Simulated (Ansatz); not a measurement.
A thin film of fcc (Cu type) Ni is deposited stress-free at 450 K on a thick substrate of bcc (W type) W and cooled to 300 K. Take the in-plane direction as the cubic or basal-plane axis of each crystal, and these free lattice constants from the quasi-harmonic free energy on Ansatz (a program for electronic structure), PBEsol functional, plane-wave PAW.

```tsv
crystal	a at 300 K (Å)	a at 450 K (Å)
Ni	3.47569	3.48166
W	3.15773	3.15997
```

Magnetic crystals are held in ferromagnetic order. Spin-orbit coupling is not included. The runs of Ni (PBEsol), W (PBEsol) noted for some cells that some bands missed the eigensolver's tolerance or that the electronic state was not tested for a lower one; how far this moves their values was not measured.

What in-plane thermal strain does the film carry at 300 K, and is it tensile or compressive?

With logarithmic strains ln(a_hot/a_300): left free, the film would shrink by 0.172 % and the substrate by 0.071 %. The film is held to the substrate, so its strain is 0.101 %: tensile. Plastic relief and phase changes are ignored.

The PAW data sets were generated under PBE and serve the other functionals too.
